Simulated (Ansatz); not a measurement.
Start from Ag in the simple cubic structure (space group Pm-3m, No. 221; a hypothetical phase, not in the database extracts checked).

```
CELL_PARAMETERS angstrom
      2.68457     0.00000     0.00000
      0.00000     2.68457     0.00000
      0.00000     0.00000     2.68457
ATOMIC_POSITIONS crystal
  Ag 0.00000 0.00000 0.00000
```

Computed with Kohn–Sham DFT with the PBEsol functional, run in Ansatz (a quantum-chemistry and plane-wave program) with PAW and 420 eV plane waves, scalar-relativistic without spin-orbit coupling.

Before the change:

```
Property               Value
-------------------  -------
Lattice parameter a  2.685 Å
```

One thing is altered: a hydrostatic pressure of 10 GPa.

**Question.** What does the calculation give for the lattice parameter a after the change?

**Answer.** The lattice parameter a shrinks by 0.078 Å, from 2.685 Å to 2.607 Å.

Load acts through the strain it causes; cell and atoms are relaxed under it. Stability against distortions was not tested. No other phases were tried under pressure.
